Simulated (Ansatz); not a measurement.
**WS2: pressure series**

The parent structure is WS2 in the 2H-MoS2 type structure (space group P6_3/mmc, No. 194; layered, stacked along the Cartesian z axis).

```
WS2
1.0
    3.15408     0.00000     0.00000
   -1.57704     2.73152     0.00000
    0.00000     0.00000    12.13731
W S
2 4
Direct
  0.33333   0.66667   0.25000
  0.66667   0.33333   0.75000
  0.33333   0.66667   0.62026
  0.66667   0.33333   0.12026
  0.66667   0.33333   0.37974
  0.33333   0.66667   0.87974
```

Cell and atoms are relaxed at each pressure.

The values are results of PBE-D3(BJ) (Ansatz, an electronic-structure program; PAW; 420 eV plane waves; no spin-orbit coupling), not measurements.

Notes on the quantities. enthalpy: H = E + PV relative to the base's energy.

```csv
case,enthalpy,band gap,shortest interatomic distance
base,–,0.88 eV,240.7 pm
pressure −2 GPa,-0.22 eV/atom,1.13 eV,241.5 pm
pressure −1 GPa,-0.11 eV/atom,0.98 eV,241.1 pm
pressure 1.8 GPa,+0.19 eV/atom,0.76 eV,240.2 pm
pressure 4.2 GPa,+0.44 eV/atom,[?],239.5 pm
pressure 9 GPa,+0.92 eV/atom,0.45 eV,238.3 pm
pressure 18 GPa,+1.77 eV/atom,0.17 eV,[?]
pressure 30 GPa,+2.84 eV/atom,zero,[?]
pressure 45 GPa,+4.09 eV/atom,zero,232.2 pm
pressure 60 GPa,+5.28 eV/atom,zero,230.5 pm
```

Complete the table.


- pressure 4.2 GPa, band gap: 0.64 eV
- pressure 18 GPa, shortest interatomic distance: 236.4 pm
- pressure 30 GPa, shortest interatomic distance: 234.3 pm

A case with no gap was solved on a k-mesh chosen for an insulator, which is coarse for it. With W present, leaving out spin-orbit coupling can change the band edges. Load acts through the strain it causes; cell and atoms are relaxed under it. No phonon test of stability was made. Competing high-pressure phases were not computed. All final runs are without spin polarisation. The zero or small gap of WS2 under pressure 18 GPa, WS2 under pressure 30 GPa and WS2 under pressure 45 GPa can change with the level of theory.
